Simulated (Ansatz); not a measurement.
Take AlAs in the wurtzite structure (space group P6_3mc, No. 186; a = 4.0033 Å, c = 6.5805 Å; a model cell, its experimental status unchecked) as the base.

One thing is altered: hydrostatic tension (pressure −2 GPa).

Levels (all Ansatz, a quantum-chemistry and plane-wave program, PAW, earlier PAW set): PBEsol (420 eV, no spin-orbit coupling); HSE06 (420 eV, scalar-relativistic without spin-orbit coupling); PBEsol+SOC (420 eV, with spin-orbit coupling).

At the geometry relaxed with PBEsol, these levels gave the following band gaps, in shuffled order: (a) 1.52 eV, (b) 2.39 eV, (c) 1.62 eV.

Task: Match each gap to its level.

Result: (a) PBEsol+SOC; (b) HSE06; (c) PBEsol.

Single points use the geometry relaxed with PBEsol. HSE06 gaps are upper bounds (no full band path). Differences between runs with and without spin-orbit coupling are approximate. Load acts through the strain it causes; cell and atoms are relaxed under it. Stability against distortions was not tested. This is not the structure that AlAs has at room temperature and ambient pressure.
